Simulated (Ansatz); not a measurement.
# AlN, response to strain

Start from AlN in the wurtzite structure (space group P6_3mc, No. 186).

```
CELL_PARAMETERS angstrom
      3.13030     0.00000     0.00000
     -1.56515     2.71092     0.00000
      0.00000     0.00000     5.01801
ATOMIC_POSITIONS crystal
  Al 0.66667 0.33333 0.00337
  Al 0.33333 0.66667 0.50337
  N  0.66667 0.33333 0.62183
  N  0.33333 0.66667 0.12183
```

Cartesian axes are those of the cell as printed.

Strains are applied to the cell and any free atomic positions relax; under biaxial strain the out-of-plane vector relaxes too.

Computed with Ansatz (a first-principles code), PBE, PAW, cutoff 420 eV, spin-orbit coupling left out.

Notes on the quantities. pressure: mean of the normal stresses, compression positive.

```tsv
change	band gap	pressure	ratio −ε⊥/ε∥
base	4.03 eV	0.00 GPa	–
biaxial strain −2.49 %, plane normal [001], relaxed out of plane	4.39 eV	8.17 GPa	0.53
biaxial strain −2.28 %, plane normal [001], relaxed out of plane	4.38 eV	7.42 GPa	0.53
biaxial strain +4.19 %, plane normal [001], relaxed out of plane	3.22 eV	-10.37 GPa	0.63
isotropic strain −2.01 %	[?]	[?]	–
```

**Question.** Fill in the withheld entries from the trend.

**Answer.** 
- isotropic strain −2.01 %, band gap: 4.57 eV
- isotropic strain −2.01 %, pressure: 13.26 GPa

Whether these cells are dynamically stable was not tested.
